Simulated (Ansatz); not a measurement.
## Os: response to strain

The parent structure is Os in the hcp (Mg type) structure (space group P6_3/mmc, No. 194; a = 2.754 Å, c = 4.347 Å; relaxed with 0.1 eV smearing). Axes: x lies along a and z along c of the hexagonal cell.

Strains are applied to the cell and any free atomic positions relax.

Level of theory: PBE (Ansatz, a program for electronic structure, PAW, spin-orbit coupling left out).

Notes on the quantities. energy relative to the base: free energy F.

```csv
uniaxial strain ε_zz (%),energy relative to the base (meV/atom)
-3,35.2
-2.5,24.2
-2,15.3
-1.5,?
-1,3.7
-0.5,0.9
0,0.0
```

### Question
Fit ΔE = Aε² + Bε³ (ε in %) to the rows shown and predict the withheld row.

### Answer
Least squares on the printed values gives A = 3.65 and B = -0.088 meV/atom (largest residual 0.0 meV/atom); this predicts 8.5 meV/atom, and the run gives 8.5 meV/atom, in agreement.

Whether these cells are dynamically stable was not tested. All final runs are without spin polarisation.
